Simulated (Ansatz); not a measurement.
# A computed series for Pt: response to strain

Consider Pt in the fcc (Cu type) structure (space group Fm-3m, No. 225; a = 3.895 Å; relaxed with 0.1 eV smearing). Axes: x, y, z lie along the cube axes.

Strains are applied to the cell and any free atomic positions relax; under biaxial strain the out-of-plane vector relaxes too.

Computed with LDA (Ansatz, a program for electronic structure; PAW; 420 eV plane waves; no spin-orbit coupling).

Notes on the quantities. energy relative to the base: free energy F.

```json
[
 {"biaxial strain, plane normal [001], relaxed out of plane (%)": "-3", "energy relative to the base (meV/atom)": "27.5"},
 {"biaxial strain, plane normal [001], relaxed out of plane (%)": "-2.5", "energy relative to the base (meV/atom)": "18.6"},
 {"biaxial strain, plane normal [001], relaxed out of plane (%)": "-2", "energy relative to the base (meV/atom)": "?"},
 {"biaxial strain, plane normal [001], relaxed out of plane (%)": "-1.5", "energy relative to the base (meV/atom)": "6.3"},
 {"biaxial strain, plane normal [001], relaxed out of plane (%)": "-1", "energy relative to the base (meV/atom)": "2.7"},
 {"biaxial strain, plane normal [001], relaxed out of plane (%)": "-0.5", "energy relative to the base (meV/atom)": "0.7"},
 {"biaxial strain, plane normal [001], relaxed out of plane (%)": "0", "energy relative to the base (meV/atom)": "0.0"}
]
```

Q: Fit ΔE = Aε² + Bε³ (ε in %) to the rows shown and predict the withheld row.

A: Least squares on the printed values gives A = 2.55 and B = -0.17 meV/atom (largest residual 0.0 meV/atom); this predicts 11.6 meV/atom, and the run gives 11.5 meV/atom, in agreement.

Whether these cells are dynamically stable was not tested. All final runs are without spin polarisation.
